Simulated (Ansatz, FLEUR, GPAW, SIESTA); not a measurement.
Code comparison for Y₂NiRu₃ (R-3m, 6 atoms in the cell)

Self-consistent single point, at a second geometry (lattice scaled by 0.98). First geometry:

```
CELL_PARAMETERS angstrom
      2.56956     1.48354     4.27125
     -2.56956     1.48354     4.27125
      0.00000    -2.96707     4.27125
ATOMIC_POSITIONS crystal
  Y  0.12304 0.12304 0.12304
  Y  0.87696 0.87696 0.87696
  Ni 0.50000 0.50000 0.50000
  Ru 0.00000 0.50000 0.50000
  Ru 0.50000 0.00000 0.50000
  Ru 0.50000 0.50000 0.00000
```

Shared settings, as Ansatz (a first-principles code) writes them: kpoints.mp_grid.grid = 5 5 5; scf.occupations.method = fermi_dirac; scf.occupations.width = 0.136 eV. Potentials and cutoffs stand in the table.

```json
[
 {"code": "SIESTA", "model": "GGA PBEsol, numerical atomic orbitals DZP, PseudoDojo PBEsol standard norm-conserving potentials (rewritten from UPF to PSML)", "ΔF from the first geometry (meV/atom)": "59.2", "pressure (GPa)": "17.21", "largest force (eV/Å)": "0.186", "cutoff": "grid 350 Ry"},
 {"code": "Ansatz", "model": "PBEsol, PAW files made with PBE", "ΔF from the first geometry (meV/atom)": "60.2", "pressure (GPa)": "16.82", "largest force (eV/Å)": "0.187", "cutoff": "default"},
 {"code": "FLEUR", "model": "PBEsol, all-electron FLAPW (FLEUR), scalar-relativistic valence", "ΔF from the first geometry (meV/atom)": "64.5", "pressure (GPa)": "–", "largest force (eV/Å)": "–", "cutoff": "Kmax 4.3 1/bohr"},
 {"code": "GPAW", "model": "PBEsol, GPAW PAW datasets PBEsol (made by gpaw-setup)", "ΔF from the first geometry (meV/atom)": "59.1", "pressure (GPa)": "16.74", "largest force (eV/Å)": "0.185", "cutoff": "800 eV"}
]
```

A dash marks a value that a program does not give, or that is left out as unsure.

On Ansatz's run: spin polarisation is off.

The spread over the programs that give each value: ΔF from the first geometry within 5.4 meV/atom; pressure within 0.47 GPa; largest force within 0.002 eV/Å.

SIESTA uses small atom-centred bases, whose incompleteness enters pressures, forces and empty levels differently from a plane-wave cutoff. FLEUR treats all electrons, but the usual bases taken here (sphere radii, linearisation, local orbitals, empty states) were not tested for convergence, so the values are no reference for the others. Ansatz's pressure is given at a fixed set of plane waves, as the other plane-wave codes print theirs; with its correction for the finite basis it is 16.93 GPa.

The starting cell comes from a database of computed structures (which also holds hypothetical and non-ambient phases and stackings), without a prior relaxation at this level. Its lattice was rescaled by a random factor within 2.5 % of one. For this run, on top of that: lattice scaled by 0.98.

Keys are those of Ansatz 0.2.
